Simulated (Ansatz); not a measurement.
An Ansatz (a program for electronic structure) input (PBEsol (Ansatz; PAW; 420 eV plane waves; no spin-orbit coupling)):

Ansatz 0.2 input:
```yaml
crystal:
  lattice:
    - [0, 1.9591322805, 1.9591322805]
    - [1.9591322805, 0, 1.9591322805]
    - [1.9591322805, 1.9591322805, 0]
  atoms:
    - { symbol: Pt, position: [0, 0, 0] }
basis: { ecutwfc: 420, ecutrho_ratio: 4, xc_grid: 2, fft_grid_basis: typed }
kpoints: { mp_grid: { grid: [20, 20, 20] } }
hamiltonian:
  xc: pbesol
  dispersion: none
  pseudopotentials: { kind: paw }
scf: { occupations: { method: fermi_dirac, width: 0.05 }, convergence: { dr2_threshold: 0.0000000001 } }
output: { forces: true, stress: true }
checkpoint: { write: state.ck, write_every: 1000 }
```

Which symmetry and how many k-points will the program report, and about how many plane waves at Γ?

Space group Fm-3m (ITA 225) with 48 operations, k-points 256 of 8000, and 283 plane waves at Γ.

Stability against distortions was not tested. The final runs are not spin-polarised. The cell was made from Rh by this change: Rh → Pt. Pt lies near a magnetic instability that expansion can trigger; it was not tested.
